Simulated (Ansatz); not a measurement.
Consider BaHfO3 in the cubic perovskite structure (space group Pm-3m, No. 221; a = 4.1575 Å).

All numbers come from PBEsol (Ansatz, a first-principles code; PAW; 420 eV plane waves; without spin-orbit coupling).

For the base:

The electron mass is 0.33, 0.33, 2.2 mₑ (at Γ) and the band gap is 3.58 eV. The pressure is 0.00 GPa.

Now apply this change: an isotropic linear strain of +0.60 %; the atoms relax in the strained cell.

### Question
What happens to the electron mass, band gap, pressure and energy relative to the base?

### Answer
The electron mass (degenerate bands, along [100]) becomes 0.33, 0.33, 2.3 mₑ (at Γ) (base: 0.33, 0.33, 2.2 mₑ (at Γ)); the band gap drops by 0.03 eV to 3.55 eV; the pressure goes from zero to -2.92 GPa; the energy goes up by 2.4 meV/atom.

Spin-orbit coupling, missing from the scalar runs, can matter with Hf. Effective masses come from finite differences of ±0.01 Å⁻¹. Whether these cells are dynamically stable was not tested.
